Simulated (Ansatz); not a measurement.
Ansatz (a program for electronic structure) run on BaZrO3 (Pm-3m, 5 atoms in the cell): self-consistent single point.

Method: PBE (plane waves, PAW; Ansatz).

The change in words: lattice scaled by 0.98. Reference geometry:
```
BaZrO3
1.0
    4.19000     0.00000     0.00000
    0.00000     4.19000     0.00000
    0.00000     0.00000     4.19000
Ba Zr O
1 1 3
Cartesian
  0.00000   0.00000   0.00000
  2.09500   2.09500   2.09500
  2.09500   0.00000   2.09500
  0.00000   2.09500   2.09500
  2.09500   2.09500   0.00000
```

Reference input (self-consistent single point, DFT, PBE, plane waves, default PAW files): basis.ecutwfc = 420 eV; kpoints.mp_grid.grid = 8 8 8; hamiltonian.xc = pbe; hamiltonian.pseudopotentials = {kind: paw} (the program's default PAW files); scf.occupations.method = fermi_dirac; scf.occupations.width = 0.02 eV. This run's input differs from it in these lines:

```diff
@@ -3,5 +3,5 @@
   lattice:
-    - [4.190000, 0.000000, 0.000000]
-    - [0.000000, 4.190000, 0.000000]
-    - [0.000000, 0.000000, 4.190000]
+    - [4.106200, 0.000000, 0.000000]
+    - [0.000000, 4.106200, 0.000000]
+    - [0.000000, 0.000000, 4.106200]
   atoms:
```

The program printed (abridged):

```
SCF iter   1: F=—  HF=-11844.407625 eV  |F-HF|=—  |Δ(HF+E_count)|=         —  Δρ=1.04e-3  dr2=3.33e-4  ethr=1.77e-3  ⟨swp⟩=7.5  Hψ=4765  notcnv=0
all-band conjugate gradients solve this SCF's bands
preconditioner: auto → Resta (q_TF=auto, 2.490 Å⁻¹)
SCF iter   2: F=—  HF=-11844.407533 eV  |F-HF|=—  |Δ(HF+E_count)|=   9.23e-5  Δρ=5.18e-4  dr2=8.45e-5  ethr=8.33e-7  ⟨swp⟩=2.2  Hψ=1921  notcnv=0  defer=8
   [... lines left out ...]
SCF iter   4: F=—  HF=-11844.407533 eV  |F-HF|=—  |Δ(HF+E_count)|=   1.85e-5  Δρ=1.07e-4  dr2=3.46e-6  ethr=1.92e-7  ⟨swp⟩=2.0  Hψ=1179  notcnv=0  defer=12
iter 5 did not close the SCF: its close was put off for the readings that it lacked (scf_convergence_deferred on its scf_iter line)
SCF iter   5: F=-11844.407537 eV  HF=-11844.407537 eV  |F-HF|=5.59e-8  |Δ(HF+E_count)|=   4.23e-6  Δρ=1.05e-5  dr2=3.65e-8  ethr=8.65e-9  ⟨swp⟩=2.3  Hψ=1522  notcnv=0  defer=12
SCF iter   6: F=-11844.407537 eV  HF=-11844.407537 eV  |F-HF|=1.56e-9  |Δ(HF+E_count)|=   5.94e-8  Δρ=1.62e-6  dr2=1.11e-9  ethr=9.14e-11  ⟨swp⟩=6.4  Hψ=4053  notcnv=0
SCF 1 converged in 6 iterations: F = -11844.407537 eV  dr2 = 1.11e-9
Free energy (F): -11844.407537 eV
Internal energy: -11844.407537 eV  (E = F + TS)
E sigma→0 (E₀):  -11844.407537 eV
Fermi energy:    12.361804 eV
--- Forces (eV/Å), atoms counted from 1 ---
  atom   1  Ba    -0.00000000     0.00000000    -0.00000000
   [... zero for the other atoms too ...]
--- Stress (GPa, compression-positive) ---
       15.797861      -0.000000       0.000000
       -0.000000      15.797861       0.000000
        0.000000       0.000000      15.797861
  P = ⅓ Tr σ = 15.7979 GPa (157.979 kbar)
  The stress holds the Pulay correction. Without it, at fixed plane waves, as pw.x and ABINIT print it: P = 15.2731 GPa
```

The run converged in 6 iterations. Against the reference run the free energy goes up by 52.4 meV/atom, the pressure goes from 4.21 to 15.80 GPa and the gap on the mesh goes from 3.243 to 3.378 eV.

The starting cell has typed, rounded lattice constants, without a prior relaxation at this level. For this run, on top of that: lattice scaled by 0.98. With a pressure of about 16 GPa the cell is away from its equilibrium volume at this level. Ansatz's pressure includes its estimate of the finite-basis (Pulay) stress. Without the estimate this run gives 15.27 GPa.

Keys are those of Ansatz 0.2.
